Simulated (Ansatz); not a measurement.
The reference is ZrSi$_{2}$ (space group Cmcm, No. 63; a = 3.704 Å, b = 14.792 Å, c = 3.679 Å). Axes: x, y, z lie along a, b, c of the conventional cell.

Now apply this change: biaxial strain +1.21 %, plane normal [001], relaxed out of plane (Cartesian); in-plane vectors clamped, the third vector and the atoms free.

Levels (all Ansatz, a program for electronic structure, PAW): PBE (420 eV, no spin-orbit coupling); r2SCAN (500 eV, no spin-orbit coupling).

The geometry is relaxed with PBE.

- PBE pressure = -1.9 GPa

With r2SCAN at the same geometry, the pressure decreases by 0.7 GPa to -2.6 GPa.

Single points use the geometry relaxed with PBE. Their cutoffs differ, which shifts pressures a little. Stability against distortions was not tested. The final runs are not spin-polarised.
